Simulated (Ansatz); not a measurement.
ScPdN2 (model structure, started from the PtCoO2 type, R-3m, No. 166, 4 atoms in the cell) was calculated with LDA in Ansatz (plane waves, PAW).

Settings: plane-wave cutoff 520 eV, 20×20×20 k mesh, Fermi–Dirac smearing 0.05 eV, scalar-relativistic PAW data made under PBE.

Cell (relaxed at this level):

```yaml
crystal:
  lattice:
    - [1.59161, 0.91892, 5.87839]
    - [-1.59161, 0.91892, 5.87839]
    - [0.00000, -1.83784, 5.87839]
  atoms:
    - { symbol: Sc, position: [0.50000, 0.50000, 0.50000] }
    - { symbol: Pd, position: [0.00000, 0.00000, 0.00000] }
    - { symbol: N, position: [0.89431, 0.89431, 0.89431] }
    - { symbol: N, position: [0.10569, 0.10569, 0.10569] }
```

### Question
Predict the bulk modulus.

### Answer

* **bulk modulus**: 133 GPa

The run finds no gap.

Note: the bulk modulus is −V dP/dV from two relaxed cells at ±2 % in volume; the relaxation could raise the start's symmetry but not lower it, so the cell can be a saddle point.

Static lattice: no zero-point or thermal effects.

A model structure was made by putting elements into a prototype or built by hand; it is no filed structure, need not be a known phase, and can be a saddle point held by its symmetry.

Ansatz is a program for electronic structure.
